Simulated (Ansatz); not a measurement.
The reference is TiO₂ in the rutile structure (space group P4_2/mnm, No. 136; a = 4.591 Å, c = 2.939 Å).

The values are results of PBEsol/PAW in Ansatz (an electronic-structure program), without spin-orbit coupling, not measurements.

Before the change:

| Item | Result |
|---|---|
| Shortest interatomic distance | 1.942 Å |
| Electron mass | 0.54 mₑ along c, 1.1 mₑ across (at Γ) |
| Gap character | direct at Γ |

It is then changed as follows: full substitution Ti → Sn; the structure is relaxed again.

Problem. What happens to the shortest interatomic distance, electron mass and gap character?

Solution. The shortest interatomic distance goes up by 0.124 Å to 2.066 Å; the electron mass becomes 0.17 mₑ along c, 0.19 mₑ across (at Γ) (base: 0.54 mₑ along c, 1.1 mₑ across (at Γ)); the gap character stays direct at Γ.

Masses are band curvatures over ±0.01 Å⁻¹ around the edge. No phonon test of stability was made. All final runs are without spin polarisation.
